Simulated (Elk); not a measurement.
Input and output of a self-consistent single point for LuCuSe2 (P3m1, 4 atoms in the cell) (Elk)

Method: PBEsol, all-electron FP-LAPW, Elk's shipped species files, APW+lo basis with extra local orbitals (Elk).

Input:

```
tasks
  0

xctype
  22

rgkmax
  8.0

gmaxvr
  16.0

nxlo
  2

lorbcnd
  .true.

rmtscf
  0.91

lmaxi
  2

stype
  0

swidth
  0.0001

maxscl
  100

scale
  7.733238432

avec
    1.0000000000    0.0000000302    0.0000000000
   -0.5000000262    0.8660253887    0.0000000000
    0.0000000000    0.0000000000    1.5832760432

atoms
  3
  'Lu.in'
  1
  0.0000000000  0.0000000000  0.7985100000    0.0 0.0 0.0
  'Cu.in'
  1
  0.6666666667  0.3333333333  0.1885100000    0.0 0.0 0.0
  'Se.in'
  2
  0.3333333333  0.6666666667  0.0649000000    0.0 0.0 0.0
  0.6666666667  0.3333333333  0.5672800000    0.0 0.0 0.0

ngridk
  6 6 4
```

Log, with long lists cut:

```
│ Elk code version 10.2.4 │

All units are atomic (Hartree, Bohr, etc.)

│ Ground-state run starting from atomic densities │

Lattice vectors :
   7.733238432      0.2335438006E-06   0.000000000
  -3.866619419       6.697180819       0.000000000
   0.000000000       0.000000000       12.24385115

Unit cell volume      :    634.1200336
Brillouin zone volume :   0.3911723338

Muffin-tin inner radius fraction :   0.1000000000E-01

Nuclei treated as point charges

Species :    1 (Lu)
 parameters loaded from : Lu.in
 name : lutetium
 nuclear charge    :   -71.00000000
 electronic charge :    71.00000000
 atomic mass :    318945.3295
 muffin-tin radius :    2.548000000
 number of radial points in muffin-tin :    697
 atomic positions (lattice), magnetic fields (Cartesian) :
   1 :   0.00000000  0.00000000  0.00000000    0.00000000  0.00000000  0.00000000

Species :    2 (Cu)
 parameters loaded from : Cu.in
 name : copper
 nuclear charge    :   -29.00000000
 electronic charge :    29.00000000
 atomic mass :    115837.2717
 muffin-tin radius :    2.184000000
 number of radial points in muffin-tin :    497
 atomic positions (lattice), magnetic fields (Cartesian) :
   1 :   0.66666667  0.33333333  0.39000000    0.00000000  0.00000000  0.00000000

Species :    3 (Se)
 parameters loaded from : Se.in
 name : selenium
 nuclear charge    :   -34.00000000
 electronic charge :    34.00000000
 atomic mass :    143935.2748
 muffin-tin radius :    2.184000000
 number of radial points in muffin-tin :    497
 atomic positions (lattice), magnetic fields (Cartesian) :
   1 :   0.33333333  0.66666667  0.26639000    0.00000000  0.00000000  0.00000000
   2 :   0.66666667  0.33333333  0.76877000    0.00000000  0.00000000  0.00000000

Total number of atoms per unit cell :    4

Spin treatment :
 spin-unpolarised

Number of Bravais lattice symmetries :   24
Number of crystal symmetries         :    6
Crystal has no inversion symmetry
   [... lines left out ...]
Maximum |G| for potential and density :    16.00000000
 potential will be trimmed for |G| > 2 gkmax
Constant for pseudocharge density :   10
Radial integration step length :    4

G-vector grid sizes :     40    40    63
Number of G-vectors :    43827

Maximum angular momentum used for
 APW functions                      :    8
 outer part of muffin-tin           :    6
 inner part of muffin-tin           :    2

Total nuclear charge    :   -168.0000000
Total core charge       :    94.00000000
Total valence charge    :    74.00000000
Total excess charge     :    0.000000000
Total electronic charge :    168.0000000

Effective Wigner radius, rₛ :   0.9658830118

Number of empty states         :   16
Total number of valence states :   53
Total number of core states    :   94

Conduction state local-orbitals added automatically
Total number of local-orbitals :  338

Exchange-correlation functional :     22     0     0
 PBEsol, Phys. Rev. Lett. 100, 136406 (2008)
 gradient requirement :    1
 generalised gradient approximation (GGA)

Smearing type :    0
 Gaussian
Smearing width :   0.1000000000E-03
Effective electronic temperature (K) :    31.57750248

Mixing type :    3
 Broyden mixing, J. Phys. A: Math. Gen. 17, L317 (1984)

Kohn-Sham potential initialised from atomic data
│ Self-consistent loop started │
│ Loop number : 1 │
 total energy                :     -21080.3633008
│ Loop number : 2 │
 total energy                :     -21081.7237736
RMS change in Kohn-Sham potential (target) :   0.2931314725     (  0.1000000000E-05)
Absolute change in total energy (target)   :    1.360472850     (  0.1000000000E-03)
│ Loop number : 3 │
 total energy                :     -21083.3865670
RMS change in Kohn-Sham potential (target) :   0.2748061090     (  0.1000000000E-05)
Absolute change in total energy (target)   :    2.002911612     (  0.1000000000E-03)
│ Loop number : 4 │
 total energy                :     -21084.0994291
RMS change in Kohn-Sham potential (target) :   0.2236883397     (  0.1000000000E-05)
Absolute change in total energy (target)   :    1.213589989     (  0.1000000000E-03)
│ Loop number : 5 │
 total energy                :     -21085.8108475
RMS change in Kohn-Sham potential (target) :   0.1452052354     (  0.1000000000E-05)
Absolute change in total energy (target)   :    2.014815853     (  0.1000000000E-03)
   [... lines left out ...]
Absolute change in total energy (target)   :   0.2346020410E-03 (  0.1000000000E-03)
│ Loop number : 13 │
 total energy                :     -21087.9050576
RMS change in Kohn-Sham potential (target) :   0.2784449135E-04 (  0.1000000000E-05)
Absolute change in total energy (target)   :   0.1681572227E-02 (  0.1000000000E-03)
│ Loop number : 14 │
 total energy                :     -21087.9044478
RMS change in Kohn-Sham potential (target) :   0.2092567146E-04 (  0.1000000000E-05)
Absolute change in total energy (target)   :   0.1030247808E-02 (  0.1000000000E-03)
│ Loop number : 15 │
 total energy                :     -21087.9047382
RMS change in Kohn-Sham potential (target) :   0.5248064409E-05 (  0.1000000000E-05)
Absolute change in total energy (target)   :   0.3283216938E-04 (  0.1000000000E-03)
│ Loop number : 16 │
 total energy                :     -21087.9047552
RMS change in Kohn-Sham potential (target) :   0.5825789703E-06 (  0.1000000000E-05)
Absolute change in total energy (target)   :   0.2524183583E-04 (  0.1000000000E-03)
Convergence targets achieved

│ Loop number : 17 │

Energies :
 Fermi                       :     0.205769858138
 sum of eigenvalues          :     -12674.7285935
 electron kinetic            :      22902.1607681
 core electron kinetic       :      21808.7644360
 Coulomb                     :     -43453.0606931
 Coulomb potential           :     -34871.1501714
 nuclear-nuclear             :     -1627.88946680
 electron-nuclear            :     -48779.1922812
 Hartree                     :      6954.02105490
 Madelung                    :     -26017.4856074
 xc potential                :     -705.739190299
 exchange                    :     -526.927814649
 correlation                 :     -10.0770366874
 total energy                :     -21087.9047763

Density of states at Fermi energy :   0.8319585646E-05
 (states/Hartree/unit cell)

Estimated indirect band gap :   0.3405815118E-01
 from k-point      1 to k-point      1
Estimated direct band gap   :   0.3405815118E-01
 at k-point      1

Charges :
 core                        :    94.00000000
 valence                     :    74.00000000
 interstitial                :    7.833813532
 muffin-tins (core leakage)
  species :    1 (Lu)
   atom    1                 :    68.68781622     (  0.4160838515E-05)
  species :    2 (Cu)
   atom    1                 :    27.70822123     (  0.5501711261E-03)
  species :    3 (Se)
   atom    1                 :    31.87497946     (  0.2417090010E-03)
   atom    2                 :    31.89516956     (  0.2425038507E-03)
 total in muffin-tins        :    160.1661865
 total calculated charge     :    167.9731555
 total charge                :    168.0000000
 error                       :   0.2684446759E-01

│ Self-consistent loop stopped │
```

The run converged in 17 iterations. The count includes the last loop, which Elk runs after its targets are met.

The starting cell comes from a database of computed structures (which also holds hypothetical and non-ambient phases and stackings), without a prior relaxation at this level. Its lattice was rescaled by a random factor within 2.5 % of one. Spin-orbit coupling is off. Values depend on the basis (sphere radii, cutoffs, local orbitals), which need not be converged.

Cost on one core of a shared machine: roughly 4 min.
